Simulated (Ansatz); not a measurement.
Start from YSi in the rock salt structure (space group Fm-3m, No. 225; a = 5.817 Å; a hypothetical phase, not in the database extracts checked; relaxed with 0.1 eV smearing). Axes: x, y, z lie along the cube axes.

The values are results of PBE/PAW in Ansatz (a quantum-chemistry and plane-wave program), no spin-orbit coupling, not measurements.

Now apply this change: the cell is scaled by 1.0224 in all directions; the atoms relax in the strained cell.

Task: Predict the stress tensor and what it implies for the stiffness.

Result: Stress of the strained cell less that of the base (GPa, compression positive):
```
   -3.9     0.0     0.0
    0.0    -3.9     0.0
    0.0     0.0    -3.9
```

Then B = −ΔP/(ΔV/V₀) with ΔV/V₀ = 0.0687 gives secant stiffness values (nonlinear terms included at this strain): B ≈ 56 GPa.

As a check, the harmonic strain energy −½ V₀ Δσ:ε is 20 meV/atom; the computed energy rise is 22 meV/atom.

No phonon test of stability was made. The final runs are not spin-polarised. YSi has a high density of states at the Fermi level and may be magnetic at this level.
